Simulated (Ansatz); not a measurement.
Structures of equal composition on the (111) surface of fcc Ni, ferromagnetic: a layer of Ga in place of the second plane; a layer of Ga in place of the third plane. The slabs share one bottom face, and each structure is named by its start. These are constructed structures in small cells; real faces may alloy, dewet or reconstruct in larger ones, and not all known structures of the face are among them. Slabs of about 10 Å with all that they carry, Fermi-Dirac smearing of 0.1 eV. Bottom of the slabs: a bare face, its two planes held. Relaxed from the named starts with such symmetry as they have, on meshes of like density; energies extrapolated to zero smearing; no spin-orbit coupling, no U. Spin-polarised runs, if any, are marked in brackets, and their order is one that fits the cell; the others ran without spin. Where a second, spin-polarised start was run, the lower counts.

These are PBE (plane waves to 420 eV, PAW; Ansatz, a first-principles code) values and carry that method's errors.

Q: Order them by energy per 1x1 cell (lowest first) at the level PBE.

A: a layer of Ga in place of the second plane (0.000 eV [spin, 2.4 μB a cell]), a layer of Ga in place of the third plane (0.075 eV [spin, 2.5 μB a cell])
